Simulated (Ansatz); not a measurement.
Cubic perovskite CsSnI₃ (cubic high-temperature phase), treated with r²SCAN (Ansatz, an electronic-structure program, PAW).

Run with plane-wave cutoff 560 eV, 6×6×6 k mesh, Fermi–Dirac smearing 0.01 eV, scalar-relativistic PAW data made under PBE.

Pressure at four volumes; x = ln(V/48.233 Å³). One pressure is withheld.

```
V (Å³/atom)        x  P (GPa)
-----------  -------  -------
45.339       -0.0619        ?
46.304       -0.0408    0.786
48.233        0.0000    0.000
51.127        0.0583   -0.890
```

Problem. Pass a parabola P(x) through the three rows shown, estimate the bulk modulus and its pressure derivative near zero pressure, and predict the withheld pressure.

Solution. Slopes between the rows: (0.000 − (0.786))/(0.0000 − (-0.0408)) = -19.26 and (-0.890 − (0.000))/(0.0583 − (0.0000)) = -15.27 GPa. Their difference over the span 0.0991 is c = 3.99/0.0991 = 40.3 GPa, so P(x) = 0.786 + (-19.26)(x − (-0.0408)) + 40.3 (x − (-0.0408))(x − (0.0000)). At the middle row B = −dP/dx = −[-19.26 + 40.3 × 0.0408] = 17.6 GPa, and B′ = dB/dP = 2c/B = 4.6. At x = -0.0619 the parabola gives 1.245 GPa; the run gives 1.251 GPa. The Birch–Murnaghan fit to the energies at all volumes has B0 = 17.5 GPa and B′ = 4.7.

Note: the relaxation could not lower the start's symmetry, so the cell can be a saddle point above a distorted one.

Spin–orbit coupling is not included.
